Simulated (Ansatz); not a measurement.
**Response to strain in Mo**

Consider Mo in the bcc (W type) structure (space group Im-3m, No. 229; relaxed with 0.1 eV smearing).

```xyz
1
Lattice="-1.5650 1.5650 1.5650 1.5650 -1.5650 1.5650 1.5650 1.5650 -1.5650" Properties=species:S:1:pos:R:3 pbc="T T T"
Mo     0.0000     0.0000     0.0000
```

Strains are applied to the cell and any free atomic positions relax.

The values are results of Ansatz (a quantum-chemistry and plane-wave program) PBEsol, scalar-relativistic without spin-orbit coupling, not measurements.

```json
[
 {"case": "base", "pressure": "0.0 GPa", "shortest interatomic distance": "2.711 Å"},
 {"case": "isotropic strain −3.00 %", "pressure": "30.8 GPa", "shortest interatomic distance": "2.629 Å"},
 {"case": "isotropic strain −2.50 %", "pressure": "24.8 GPa", "shortest interatomic distance": "2.643 Å"},
 {"case": "isotropic strain −2.00 %", "pressure": "19.2 GPa", "shortest interatomic distance": "2.656 Å"},
 {"case": "isotropic strain −1.00 %", "pressure": "9.0 GPa", "shortest interatomic distance": "2.684 Å"},
 {"case": "isotropic strain +0.50 %", "pressure": "-4.1 GPa", "shortest interatomic distance": "2.724 Å"},
 {"case": "isotropic strain +1.00 %", "pressure": "(withheld)", "shortest interatomic distance": "2.738 Å"},
 {"case": "isotropic strain +1.50 %", "pressure": "-11.4 GPa", "shortest interatomic distance": "2.751 Å"},
 {"case": "isotropic strain +2.00 %", "pressure": "-14.7 GPa", "shortest interatomic distance": "2.765 Å"},
 {"case": "isotropic strain +3.00 %", "pressure": "(withheld)", "shortest interatomic distance": "2.792 Å"}
]
```

Q: Fill in the withheld entries from the trend.

A: 
- isotropic strain +1.00 %, pressure: -7.8 GPa
- isotropic strain +3.00 %, pressure: -20.6 GPa

No phonon test of stability was made. The final runs are not spin-polarised.
